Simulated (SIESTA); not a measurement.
Band structure of SbAsPd (P2_13, 12 atoms in the cell).

```xyz
12
Lattice="6.2782 0.0000 0.0000 0.0000 6.2782 0.0000 0.0000 0.0000 6.2782" Properties=species:S:1:pos:R:3 pbc="T T T"
Sb     5.5272     0.7509     3.8900
Sb     3.8900     5.5272     0.7509
Sb     2.3881     2.3881     2.3881
Sb     0.7509     3.8900     5.5272
As     0.7730     5.5052     2.3661
As     2.3661     0.7730     5.5052
As     3.9120     3.9120     3.9120
As     5.5052     2.3661     0.7730
Pd     3.1950     3.0832     6.2223
Pd     6.2223     3.1950     3.0832
Pd     0.0559     0.0559     0.0559
Pd     3.0832     6.2223     3.1950
```

Computed with LDA PW92, numerical atomic orbitals DZP, PseudoDojo LDA standard norm-conserving potentials (rewritten from UPF to PSML) (SIESTA).

Settings: XC.functional = LDA; XC.authors = PW92; potentials = PseudoDojo LDA standard; PAO.BasisSize = DZP; PAO.EnergyShift = 0.01 Ry; MeshCutoff = 350 Ry; kgrid.MonkhorstPack = 3 3 3; OccupationFunction = FD; ElectronicTemperature = 136 meV; MaxSCFIterations = 150; SCF.Mixer.Method = Pulay; SCF.Mixer.Weight = 0.25; SCF.Mixer.History = 8; SCF.DM.Tolerance = 1.0E-05.

The starting cell comes from a database of computed structures (which also holds hypothetical and non-ambient phases and stackings), without a prior relaxation at this level. Spin-orbit coupling is off. Spin polarisation is off. Values carry the incompleteness of an atom-centred basis.

Levels in eV from the Fermi level, bands 93 to 98:
```csv
point,93,94,95,96,97,98
Γ,-1.87,-0.59,-0.59,-0.59,-0.44,-0.44
X,-1.26,-1.26,-0.76,-0.76,0.55,0.55
M,-0.77,-0.77,-0.63,-0.63,1.26,1.26
R,-0.60,-0.60,-0.60,-0.60,-0.52,-0.52
```

Bands cross the Fermi level along this path, so the cell is metallic at this level.

Higher empty bands are left out: an atom-centred basis made for the valence describes them poorly.
